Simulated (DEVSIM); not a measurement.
System: Pd/AlN/p-Si capacitor, at 300 K.

| layer (left to right) | material | thickness (nm) | Na (cm⁻³) |
|---|---|---|---|
| 1 | AlN | 24.0 | - |
| 2 | Si | 8400 | 2.4e14 |

Metal gate on the left, work function 5.2 eV. Fixed charge at the semiconductor interface 2e12 cm⁻² (in units of +e); no interface traps.

This is a model device: material constants are rounded textbook-type values typed into the input, and sizes, dopings and lifetimes were drawn at random. Values at 300 K.

```tsv
parameter	AlN	Si
gap (eV)	6.1	1.124
affinity (eV)	1.9	4.05
permittivity	8.5	11.7
Nc (cm⁻³)	-	2.86e19
Nv (cm⁻³)	-	3.1e19
```

Simulated with DEVSIM: 1D Poisson equation in equilibrium, Boltzmann statistics, complete ionisation; no quantum confinement or tunnelling. Metal contacts follow the ideal Schottky-Mott rule: no Fermi-level pinning, no interface dipoles.

Give the band bending (positive: bands bend down) and minority sheet density.


```csv
Vg (V),ψs (V),minority carriers (cm⁻²)
-2.6,-0.303,< 1e8
-2.3,-0.292,< 1e8
-2,-0.280,< 1e8
-1.7,-0.263,< 1e8
-1.4,-0.239,< 1e8
-1.1,-0.198,< 1e8
-0.8,-0.086,< 1e8
-0.5,0.180,< 1e8
-0.2,0.472,1.9e8
0.1,0.681,1.7e11
0.4,0.742,6.4e11
0.7,0.771,1.2e12
1,0.791,1.7e12
1.3,0.805,2.3e12
1.6,0.816,2.8e12
```
